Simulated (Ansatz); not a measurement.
## BP: tensor shear ε_xy = +2.85 %

Start from BP in the zinc blende structure (space group F-43m, No. 216; a = 4.537 Å). Axes: x, y, z lie along the cube axes.

Now apply this change: tensor shear ε_xy = +2.85 % (engineering shear γ = 0.0570), atoms relaxed at fixed cell.

Method: r2SCAN (Ansatz, a program for electronic structure, PAW, spin-orbit coupling left out). Settings: 12×12×12 k-points, 0.05 eV Fermi–Dirac smearing.

| quantity | base | changed | shift |
|---|---|---|---|
| space group | F-43m (No. 216) | Imm2 (No. 44) | – |
| shortest interatomic distance | 1.964 Å | 1.939 Å | -0.025 Å |
| energy relative to the base (free energy F) | 0 meV/atom | +23 meV/atom | +23 meV/atom |
| band gap | 1.41 eV | 0.79 eV | -0.62 eV |
| gap character | – | indirect, Γ → X | – |
| valence-band top at Γ (three highest levels, from the VBM) | 0.00, 0.00, 0.00 eV | 0.00, -0.30, -0.48 eV | – |
| valley order (the lowest conduction-band minima on the path, energy above the VBM, named in the base's zone) | a point along ⟨100⟩, about 1.2 Å⁻¹ from Γ 1.41 eV | X along [001] 0.79 eV; a point along [010], about 1.2 Å⁻¹ from Γ 1.15 eV | – |
| stress (xx, yy, zz, yz, xz, xy; compression positive) | – | (0.67, 0.67, -0.06, 0.00, 0.00, -11.28) GPa | – |

Final structure:

```
BP
1.0
    0.06465     2.26829     2.26829
    2.26829     0.06465     2.26829
    2.33294     2.33294     0.00000
P B
1 1
Direct
  0.24778   0.24778   0.25222
  0.00222   0.00222   0.99778
```

The cells carry an imposed strain or load. No phonon test of stability was made. Labels are those of the standard path for the cell's own space group.
